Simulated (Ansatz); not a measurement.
Base system: CaPb (space group P4/mmm, No. 123; a = 3.581 Å, c = 4.588 Å; a cell from a computed database, its experimental status unchecked). Axes: x, y, z lie along a, b, c of the conventional cell.

All numbers come from r2SCAN, PAW, 500 eV (Ansatz, an electronic-structure program; scalar-relativistic without spin-orbit coupling).

Before the change:

```
Property                         Value
-----------------------------  -------
Shortest interatomic distance  3.417 Å
Pressure                       0.0 GPa
Band gap                          zero
```

It is then changed as follows: biaxial strain −4.58 %, plane normal [001], relaxed out of plane (Cartesian); in-plane vectors clamped, the third vector and the atoms free.

Problem. Estimate the effect on the shortest interatomic distance, pressure and band gap.

Solution. The shortest interatomic distance falls by 0.0534 Å (3.417 Å → 3.363 Å); the pressure (mean of the normal stresses, compression positive) goes from zero to 3.2 GPa; the band gap stays zero.

No phonon test of stability was made.
